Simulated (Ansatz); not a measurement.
Base system: MgTe in the wurtzite structure (space group P6_3mc, No. 186; a = 4.6089 Å, c = 7.5001 Å). Axes: x lies along a and z along c of the hexagonal cell.

All numbers come from Kohn–Sham DFT with the PBE functional, run in Ansatz (a first-principles code) with PAW and 420 eV plane waves, scalar-relativistic without spin-orbit coupling.

Strains are applied to the cell and any free atomic positions relax.

One change was made to it. Results:

| quantity | base | after |
|---|---|---|
| energy relative to the base (free energy F) | 0 meV/atom | +3.4 meV/atom |
| pressure (mean of the normal stresses, compression positive) | -0.01 GPa | -0.78 GPa |
| shortest interatomic distance | 2.818 Å | 2.836 Å |

Which of these changes matches the shifts?
(A) uniaxial strain ε_zz = +2.40 %
(B) uniaxial strain ε_zz = +0.60 %
(C) uniaxial strain ε_zz = +1.80 %
(D) uniaxial strain ε_zz = +3.00 %

A, uniaxial strain ε_zz = +2.40 %. For comparison, the energy relative to the base in the other runs: uniaxial strain ε_zz = +0.60 % gives +0.2 meV/atom; uniaxial strain ε_zz = +1.80 % gives +1.9 meV/atom; uniaxial strain ε_zz = +3.00 % gives +5.3 meV/atom.

No phonon test of stability was made.
